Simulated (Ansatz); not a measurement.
Consider MgSe in the rock salt structure (space group Fm-3m, No. 225; a = 5.4498 Å).

Calculations: PBEsol in Ansatz (plane waves to 420 eV, PAW, no spin-orbit coupling).

Carriers are added at fixed cell with a uniform background; the Fermi–Dirac width is that of 300 K.

One change was made to it. Results:

| quantity | base | after |
|---|---|---|
| Fermi level relative to the doped band's edge (positive inside the band; to 0.05 eV) | – | +0.40 eV |
| gap character | indirect, Γ → X | indirect, Γ → X |

Which of these changes matches the shifts?
A. electrons 1.0×10^22 cm⁻³
B. holes 7.0×10^21 cm⁻³
C. electrons 3.0×10^21 cm⁻³
D. electrons 7.0×10^21 cm⁻³

B, holes 7.0×10^21 cm⁻³. For comparison, the Fermi level from band edge in the other runs: electrons 3.0×10^21 cm⁻³ gives +0.95 eV; electrons 7.0×10^21 cm⁻³ gives +1.45 eV; electrons 1.0×10^22 cm⁻³ gives +1.70 eV.

Charged cell with a jellium background: band edges are those of the host's band count, energies are not comparable with the neutral cell, and many-body gap narrowing is missing. No phonon test of stability was made.

Ansatz is a first-principles code.
